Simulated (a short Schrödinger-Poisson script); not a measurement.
**Symmetric double-gate stack, SiO2 on p-type Si(111)**

Stack: symmetric double-gate stack, SiO2 on p-type Si(111), at 300 K.

| layer | material | thickness (nm) | Na (cm⁻³) |
|---|---|---|---|
| 1 | SiO2 | 1.1 | - |
| 2 | Si | 6 | 3e15 |
| 3 | SiO2 | 1.1 | - |

Constants are typed, rounded textbook-type inputs, not results; the design itself was drawn at random and stands for no fabricated device. SiO2: permittivity 3.9, conduction-band edge (eV) 3.15, gap (eV) 9, electron mass (mₑ) 0.5. Si: permittivity 11.7, conduction-band edge (eV) 0, gap (eV) 1.124, Nv at 300 K (cm⁻³) 3.1e19.

Channel valleys (confinement mass, in-plane density-of-states mass, number): Δ6 0.258, 0.358, 6. At the gates, both at one voltage, the conduction-band edge of layer 1 lies 3.32 eV − eVg above the Fermi level of the channel. Gaps are held at their typed values at every temperature. Mesh 0.03 nm at interfaces.

Solved with a short Schrödinger-Poisson script written for these runs: 1D Poisson equation in equilibrium, electrons quantum, Hartree (BenDaniel-Duke, 12 states a valley, the channel's in-plane mass for all, wave functions free to enter the dielectric), parabolic valleys, classical holes, full ionisation, no traps, pinning or gate leakage.

| Vg (V) | electrons (cm⁻²) | C (μF/cm²) | Δ6 E0 (meV) | Δ6 E1 (meV) |
|---|---|---|---|---|
| -0.15 | 2.72e7 | < 0.003 | 353.5 | 454.0 |
| -0.05 | 1.30e9 | 0.00820 | 253.6 | 354.1 |
| 0.05 | 5.73e10 | 0.332 | 155.7 | 256.0 |
| 0.15 | 8.47e11 | 2.33 | 85.7 | 183.5 |
| 0.25 | 2.69e12 | 3.38 | 55.0 | 147.3 |
| 0.35 | 4.93e12 | 3.77 | 38.4 | 124.3 |
| 0.45 | 7.36e12 | 3.99 | 27.0 | 106.8 |
| 0.55 | 9.90e12 | 4.15 | 18.4 | 92.3 |
| 0.65 | 1.25e13 | 4.28 | 11.5 | 79.9 |
| 0.75 | 1.52e13 | 4.40 | 5.6 | 69.1 |
| 0.85 | 1.80e13 | 4.50 | 0.6 | 59.5 |

Subbands count from the Fermi level. The capacitance is that of both gates.
